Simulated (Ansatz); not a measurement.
Functionals compared on H on the 1x1 (0001) surface of hcp Sc, one in a 2x2 cell, started at the site 'hollow Sc-Sc-Sc over Sc at depth 2.5 Å', in Ansatz (plane waves, PAW). The structure was relaxed with PBE; the other rows are single points on it, each with its references at the same level. Cutoff 420 eV (500 eV for r2SCAN).

Set-up: 17 atoms, 7.6 Å thick at the start under the adsorbate (thin: gaps and levels are the slab's own); mesh 5x5x1; 0.1 eV smearing; dipole correction on; 8 atoms held, the rest relaxed; symmetry of the start imposed; no spin, no spin-orbit, no U, no dispersion correction. At the end it is bonded to 3 Sc. In PBE this state lies 0.07 eV over the lowest of the starts that converged ('bridge Sc-Sc (span 3.3 Å)'). These notes are the PBE run's. Adsorption energies are against ½ H2(g). A negative adsorption energy means that the adsorbate is more stable on the surface than in its reference.

| functional | adsorption energy (eV) | work function of the top face (eV) | change of the work function (eV) | rough cost of the single point |
|---|---|---|---|---|
| PBE | -1.02 | 3.46 | -0.11 | – |
| RPBE | -0.93 | 3.35 | -0.14 | around 70 core-seconds (rough) |
| r2SCAN | -1.18 | 3.48 | -0.17 | roughly 110 core-seconds |

Ansatz is a first-principles code.
